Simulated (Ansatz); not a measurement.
SrZrO3 in the cubic perovskite structure (space group Pm-3m, No. 221)

Space group Pm-3m (No. 221); a = b = c = 4.1299 Å, α = β = γ = 90.00°

```
atom  site  symmetry       x       y       z
----  ----  --------  ------  ------  ------
Sr      1b      m-3m  0.5000  0.5000  0.5000
Zr      1a      m-3m  0.0000  0.0000  0.0000
O       3d    4/mm.m  0.0000  0.0000  0.5000
```

The values are results of PBEsol (Ansatz, a program for electronic structure, PAW, no spin-orbit coupling), not measurements. Γ-centred 8×8×8 mesh, Fermi–Dirac width 0.05 eV.

| Item | Value |
|---|---|
| Volume per atom | 14.09 Å³ |
| Density | 5.35 g/cm³ |
| Band gap | 3.31 eV, indirect, R → Γ |
| Electron mass (degenerate bands, along [100]) | 0.35, 0.35, 2.4 mₑ |
| Lowest conduction-band minima above the VBM | Γ 3.31 eV |
| Total energy | -1862.461 eV/atom (σ→0; compares only within this code and set-up) |

Masses are band curvatures over ±0.01 Å⁻¹ around the edge. No phonon test of stability was made. Many cubic perovskites are stable only at high temperature; tilts and polar distortions were not tested.
